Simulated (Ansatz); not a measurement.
Spacing of the highest filled and lowest empty level at the zone centre in eight small model glasses of hand-chosen composition and density, fast-quenched (anions pushed apart in CHGNet runs), each at its PBE geometry, by PBE and by r2SCAN (Ansatz, a quantum-chemistry and plane-wave program, plane waves, PAW). The cells are the first eight to finish that balance their formal charges, show no moments and no lower geometry on charging where those were tested, and have a gap at both levels; defect levels can set the spacings.

| cell | quench by | pressure (GPa) | levels at the gap | PBE (eV) | experiment, tabulated (eV) |
|---|---|---|---|---|---|
| Al28O47P2 | CHGNet | 0.3 | localised at the filled edge | 3.92 | - |
| Al28O43Li2 | CHGNet | 0.0 | localised at the filled edge | 3.62 | - |
| Ga24O39B2 | CHGNet | 1.4 | localised at the filled edge | 1.00 | - |
| Si24O49Li2 | CHGNet | 1.2 | localised at the filled edge | 4.58 | - |
| Si24O53Ta2 | CHGNet | 0.0 | localised at both edges | 3.03 | - |
| Ga24O39W | CHGNet | 0.1 | localised at the filled edge | 1.75 | - |
| Ga24O41P2 | CHGNet | -0.1 | localised at the filled edge | 1.31 | - |
| In9Ga9Zn9O39B2 | CHGNet | 0.4 | localised at the filled edge | 0.58 | - |

Task: What does r2SCAN give, and how does it move these values against PBE?

Result: Al28O47P2 4.56, Al28O43Li2 4.26, Ga24O39B2 1.48, Si24O49Li2 5.22, Si24O53Ta2 3.40, Ga24O39W 2.28, Ga24O41P2 1.80, In9Ga9Zn9O39B2 0.96 eV. It raises them by +0.37 to +0.64 eV, +0.52 eV on average. A straight line through the eight gives r2SCAN = 1.05 × PBE +0.39 eV, with a scatter of 0.07 eV.
